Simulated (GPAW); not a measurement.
**Quick settings and what they miss: WSi2 (I4/mmm, 3 atoms in the cell)**

Self-consistent single point.

```xyz
3
Lattice="-1.5684 1.5684 3.8257 1.5684 -1.5684 3.8257 1.5684 1.5684 -3.8257" Properties=species:S:1:pos:R:3 pbc="T T T"
Si     0.0000     0.0000     5.0882
Si     0.0000     0.0000     2.5632
W      0.0000     0.0000     0.0000
```

Method: PBE, GPAW PAW datasets PBE (gpaw-data 1.0.1) (plane waves; GPAW).

Base settings: mode = pw; ecut = 550 eV; xc = PBE; kpts = 12 12 12; mesh shift (steps) = 0 0 0; occupations.name = methfessel-paxton; occupations.width = 0.1 eV; occupations.order = 0; nbands = -9; symmetry.symmorphic = false; symmetry.tolerance = 0.0005; maxiter = 100.

Tight run (finer mesh or higher cutoff; not a proven limit): ecut: 550 eV → 770 eV; kpts: 12 12 12 → 17 17 17; convergence.energy: default → 5e-11 eV/electron; convergence.density: default → 4e-07 e/electron; convergence.eigenstates: default → 5e-15. It gave Fermi level (on the code's own zero) 13.82 eV; pressure 23.98 GPa; largest force (vector length) 0.358 eV/Å.

Quick runs, as changes from the base:
- A: the base itself
- B: ecut: 550 eV → 330 eV; xc: PBE → LDA; kpts: 12 12 12 → 1 1 1; potentials: GPAW PAW datasets LDA (gpaw-data 1.0.1) [LDA (Perdew-Wang 92)]
- C: ecut: 550 eV → 330 eV; kpts: 12 12 12 → 6 6 6
- D: kpts: 12 12 12 → 4 4 4
- E: ecut: 550 eV → 275 eV; kpts: 12 12 12 → 8 8 8; kpts_shift: 0 0 0 → 0.5 0.5 0.5; occupations.width: 0.1 eV → 0.5 eV
- F: ecut: 550 eV → 330 eV; xc: PBE → LDA; kpts: 12 12 12 → 3 3 3; occupations.name: methfessel-paxton → fermi-dirac; occupations.width: 0.1 eV → 0.5 eV; occupations.order: 0 → default; potentials: GPAW PAW datasets LDA (gpaw-data 1.0.1) [LDA (Perdew-Wang 92)]…

Energies are extrapolated to zero smearing width, which holds to low order in the width alone.

Dashes: energy of B, F, another energy zero; pressure of B, C, E, F, not trusted under the cutoff at which GPAW's stress was checked.

† marks runs with another functional, U, potentials or spin treatment: their distance from the tight run is not a convergence error alone.

The count of work is k-points × plane waves × bands × iterations; it is no time. 

The starting cell has typed, rounded lattice constants, without a prior relaxation at this level. Its lattice was rescaled by a random factor within 2.5 % of one. Spin polarisation is off. In the base run, with a pressure of about 24 GPa the cell is away from its equilibrium volume at this level.

```
run  energy less tight (meV/atom)  pressure less tight (GPa)  largest miss in a force vector (eV/Å)  count of work / tight
---  ----------------------------  -------------------------  -------------------------------------  ---------------------
A                             0.7                      -0.01                                  0.008                   0.12
B†                              –                          –                                  1.058                0.00041
C                            15.1                          –                                  0.012                 0.0096
D                            19.7                       0.34                                  0.195                  0.010
E                            44.0                          –                                  0.007                  0.013
F†                              –                          –                                  0.145                 0.0017
```

Among the runs at the tight run's level, the energy misses run from 0.7 to 44.0 meV/atom.
